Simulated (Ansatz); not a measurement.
Consider Au in the fcc (Cu type) structure (space group Fm-3m, No. 225; a = 4.1245 Å; relaxed with 0.1 eV smearing). Axes: x, y, z lie along the cube axes.

Method: r2SCAN (Ansatz, a quantum-chemistry and plane-wave program; PAW; 500 eV plane waves; no spin-orbit coupling).

The change: an isotropic linear strain of +2.50 %; the atoms relax in the strained cell.

Task: Predict the stress tensor and what it implies for the stiffness.

Result: Stress of the strained cell less that of the base (GPa, compression positive):
```
   -9.1     0.0     0.0
    0.0    -9.1     0.0
    0.0     0.0    -9.1
```

Then B = −ΔP/(ΔV/V₀) with ΔV/V₀ = 0.0769 gives secant stiffness values (nonlinear terms included at this strain): B ≈ 118 GPa.

As a check, the harmonic strain energy −½ V₀ Δσ:ε is 37 meV/atom; the computed energy rise is 42 meV/atom.

Whether these cells are dynamically stable was not tested.
